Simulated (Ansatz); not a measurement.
**Response to strain in Cu**

Consider Cu in the fcc (Cu type) structure (space group Fm-3m, No. 225; relaxed with 0.1 eV smearing).

```
CELL_PARAMETERS angstrom
      0.00000     1.78951     1.78951
      1.78951     0.00000     1.78951
      1.78951     1.78951     0.00000
ATOMIC_POSITIONS crystal
  Cu 0.00000 0.00000 0.00000
```

Cartesian axes are those of the cell as printed.

Strains are applied to the cell and any free atomic positions relax; under biaxial strain the out-of-plane vector relaxes too.

Calculations: r2SCAN (Ansatz, a program for electronic structure; PAW; 500 eV plane waves; scalar-relativistic without spin-orbit coupling), earlier PAW set.

Candidates:
(a) strain tensor (xx, yy, zz, yz, xz, xy) = (−0.07, +0.62, −0.74, −0.42, −0.82, −0.03) %
(b) biaxial strain +0.45 %, plane normal [111], relaxed out of plane
(c) biaxial strain +4.99 %, plane normal [001], relaxed out of plane

Notes on the quantities. energy relative to the base: free energy F.

Q: Order them by energy relative to the base, lowest first.

A: (b) biaxial strain +0.45 %, plane normal [111], relaxed out of plane (+0.4 meV/atom), (a) strain tensor (xx, yy, zz, yz, xz, xy) = (−0.07, +0.62, −0.74, −0.42, −0.82, −0.03) % (+1.4 meV/atom), (c) biaxial strain +4.99 %, plane normal [001], relaxed out of plane (+16 meV/atom)

No phonon test of stability was made. All final runs are without spin polarisation.
